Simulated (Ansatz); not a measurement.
TaC: C → Pb

Start from TaC in the rock salt structure (space group Fm-3m, No. 225; a = 4.440 Å).

One thing is altered: every C is replaced by Pb; the structure is relaxed again.

Method: PBEsol, PAW, 420 eV (Ansatz, a quantum-chemistry and plane-wave program; no spin-orbit coupling). Settings: 14×14×14 k-points, 0.05 eV Fermi–Dirac smearing, for the changed cell.

The density drops by 0.63 g/cm³ (14.64 g/cm³ → 14.01 g/cm³) and the lattice parameter a goes up by 1.248 Å to 5.688 Å. The shortest interatomic distance grows by 0.624 Å to 2.844 Å and the band gap stays zero.

Final structure:

```
CELL_PARAMETERS angstrom
      0.00000     2.84377     2.84377
      2.84377     0.00000     2.84377
      2.84377     2.84377     0.00000
ATOMIC_POSITIONS crystal
  Pb 0.00000 0.00000 0.00000
  Ta 0.50000 0.50000 0.50000
```

Whether these cells are dynamically stable was not tested. As relaxed here, TaPb is a hypothetical phase, not in the database extracts checked. All final runs are without spin polarisation. An odd electron count without spin: TaPb and TaC. TaPb has a high density of states at the Fermi level and may be magnetic at this level.
